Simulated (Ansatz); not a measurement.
## Response to strain in hypothetical rock salt BAs

Start from BAs in the rock salt structure (space group Fm-3m, No. 225; a = 4.5687 Å; a hypothetical phase, not in the database extracts checked; relaxed with 0.1 eV smearing). Axes: x, y, z lie along the cube axes.

Strains are applied to the cell and any free atomic positions relax; under biaxial strain the out-of-plane vector relaxes too; under stress the whole cell relaxes.

Calculations: PBEsol (Ansatz, a quantum-chemistry and plane-wave program; PAW; 420 eV plane waves; scalar-relativistic without spin-orbit coupling).

Notes on the quantities. pressure: mean of the normal stresses, compression positive; energy relative to the base: free energy F.

```csv
case,pressure,energy relative to the base,shortest interatomic distance,space group
base,0.0 GPa,0 meV/atom,2.284 Å,Fm-3m (No. 225)
"biaxial strain +0.68 %, plane normal [001], relaxed out of plane",-1.1 GPa,…,2.272 Å,I4/mmm (No. 139)
isotropic strain −5.96 %,…,+0.205 eV/atom,2.148 Å,Fm-3m (No. 225)
uniaxial strain ε_yy = −1.95 %,…,+3.6 meV/atom,2.240 Å,I4/mmm (No. 139)
uniaxial strain ε_yy = +2.21 %,-2.9 GPa,+3.8 meV/atom,2.284 Å,I4/mmm (No. 139)
tensor shear ε_xz = −3.10 %,0.1 GPa,+9.1 meV/atom,2.284 Å,Immm (No. 71)
"uniaxial stress, 8 GPa tension along x",–,+22 meV/atom,2.241 Å,I4/mmm (No. 139)
```

Complete the table.


- biaxial strain +0.68 %, plane normal [001], relaxed out of plane, energy relative to the base: +0.8 meV/atom
- isotropic strain −5.96 %, pressure: 38.4 GPa
- uniaxial strain ε_yy = −1.95 %, pressure: 3.0 GPa

Stability under load was not tested beyond the relaxation. All final runs are without spin polarisation.
